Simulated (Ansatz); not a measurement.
Take SiC (space group P6_3mc, No. 186) as the base.

```
SiC
1.0
    3.07808     0.00000     0.00000
   -1.53904     2.66570     0.00000
    0.00000     0.00000    10.07605
Si C
4 4
Direct
  0.00000   0.00000   0.50032
  0.00000   0.00000   0.00032
  0.33333   0.66667   0.25025
  0.66667   0.33333   0.75025
  0.00000   0.00000   0.31286
  0.00000   0.00000   0.81286
  0.33333   0.66667   0.06221
  0.66667   0.33333   0.56221
```

Calculations: PBEsol (Ansatz, a first-principles code; PAW; 420 eV plane waves; no SOC).

Before the change:

| Item | Value |
|---|---|
| Band gap | 2.12 eV |
| Pressure | -0.1 kbar |
| Width of the top valence band | 2.47 eV |

It is then changed as follows: the cell is scaled by 1.0300 in all directions; the atoms relax in the strained cell.

Q: Estimate the effect on the band gap.

A: The band gap falls by 0.03 eV to 2.09 eV.

Q: Predict the new energy relative to the base.

A: The energy goes up by 53 meV/atom.

Q: What does the calculation give for the pressure after the change?

A: The pressure (mean of the normal stresses, compression positive) decreases by 165.47 kbar, from -0.1 kbar to -165.5 kbar.

Q: How does this affect the width of the top valence band?

A: The width of the top valence band shrinks by 0.14 eV, from 2.47 eV to 2.33 eV.

No phonon test of stability was made.
